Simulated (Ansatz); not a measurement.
Cl on the 1x1 (0001) surface of hcp Sc, one in a 2x2 cell, energies for each (38.2 Å²). Energies are against ½ Cl2(g), without zero-point or thermal terms; each row is named by its start.

All values below come from PBE (plane waves to 420 eV, PAW; Ansatz, a program for electronic structure).

Model: 17-atom slab, 7.6 Å thick at the start under the adsorbate (thin: gaps and levels are the slab's own), 5x5x1 mesh, Fermi-Dirac 0.1 eV, dipole correction, 8 atoms held, the rest relaxed; each run with such symmetry as its start has; no spin, no spin-orbit, no U, no dispersion correction.

A negative adsorption energy means that the adsorbate is more stable on the surface than in its reference. Starts that drift may end in the same place. Heights count from the host atoms within 0.3 Å of the top one.

```
starting site                           E_ads (eV)  height (Å)  nearest host atom (Å)  bonded to  Δ work function (eV)  lateral drift (Å)
--------------------------------------  ----------  ----------  ---------------------  ---------  --------------------  -----------------
top Sc                                       -3.22        2.41                Sc 2.35         Sc                  0.63                0.0
hollow Sc-Sc-Sc                              -3.83        1.87                Sc 2.63       3 Sc                 -0.11                0.0
hollow Sc-Sc-Sc over Sc at depth 2.5 Å       -3.79        1.87                Sc 2.64       3 Sc                 -0.10                0.0
bridge Sc-Sc (span 3.3 Å)                    -3.83        1.87                Sc 2.64       3 Sc                 -0.11                0.9
```
